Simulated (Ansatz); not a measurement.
**A computed series for MoS2: response to strain**

Take MoS$_{2}$ (space group P6_3/mmc, No. 194; a = 3.149 Å, c = 12.089 Å; layered, stacked along the Cartesian z axis) as the base. Axes: x lies along a and z along c of the hexagonal cell.

Strains are applied to the cell and any free atomic positions relax; under biaxial strain the out-of-plane vector relaxes too.

The values are results of Ansatz (a program for electronic structure), PBE-D3(BJ), PAW, cutoff 420 eV, spin-orbit coupling left out, not measurements.

Candidates:
(a) biaxial strain +1.20 %, plane normal [001], relaxed out of plane
(b) biaxial strain +0.60 %, plane normal [001], relaxed out of plane
(c) biaxial strain +3.00 %, plane normal [001], relaxed out of plane

Order them by out-of-plane strain, highest first.

(b) biaxial strain +0.60 %, plane normal [001], relaxed out of plane (-0.20 %), (a) biaxial strain +1.20 %, plane normal [001], relaxed out of plane (-0.40 %), (c) biaxial strain +3.00 %, plane normal [001], relaxed out of plane (-0.97 %)

No phonon test of stability was made.
